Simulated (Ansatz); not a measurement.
The starting structures come from a database of crystals and need not be the phases stable at ambient conditions.

By PBEsol, the system below comes out a metal.

The ballistic (Sharvin) conductance counts the channels at the Fermi level: G/A = (e²/h) × channels of both spins per area.

Consider the following.

```xyz
4
Lattice="3.9546 0.0000 0.0000 0.0000 5.7739 0.0000 0.0000 -1.5882 3.9772" Properties=species:S:1:pos:R:3 pbc="T T T"
Y      2.9660     2.8052     3.4259
Y      0.9887     1.3805     0.5513
Ge     2.9660     0.0463     2.3242
Ge     0.9887     4.1394     1.6530
```

Space group of this cell: Cmcm. The cell is taken as given; by PBEsol its mean pressure is -2.5 GPa.

The current flows along the normal of the first two printed cell vectors. No spin-orbit coupling; the value is a mean over 0.1 eV about the Fermi level.

**Question.** Give the ballistic conductance per area that PBEsol run with Ansatz (an electronic-structure program) yields.

**Answer.** 0.20 × 10¹⁵ S/m² for both spins.
